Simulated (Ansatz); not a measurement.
Take AlAs in the zinc blende structure (space group F-43m, No. 216) as the base.

```
CELL_PARAMETERS angstrom
      0.00000     2.83733     2.83733
      2.83733     0.00000     2.83733
      2.83733     2.83733     0.00000
ATOMIC_POSITIONS crystal
  As 0.75000 0.75000 0.75000
  Al 0.00000 0.00000 0.00000
```

Cartesian axes are those of the cell as printed.

Levels (all Ansatz, a quantum-chemistry and plane-wave program, PAW): PBEsol (420 eV, no spin-orbit coupling); HSE06 (420 eV, spin-orbit coupling left out).

Its gap is 1.34 eV with PBEsol and 2.09 eV with HSE06.

One thing is altered: a pure shear with ε_yz = ε_zy = -0.0072; the atoms relax in the strained cell.

With PBEsol the gap becomes 1.27 eV.

Q: If the HSE06 correction stayed the same, what would the HSE06 gap be, and what does the HSE06 run give?

A: A rigid correction of +0.75 eV gives 2.02 eV. The HSE06 run gives 2.01 eV, so the two effects roughly add.

Single points use the geometry relaxed with PBEsol. HSE06 gaps are upper bounds (no full band path). Stability against distortions was not tested.
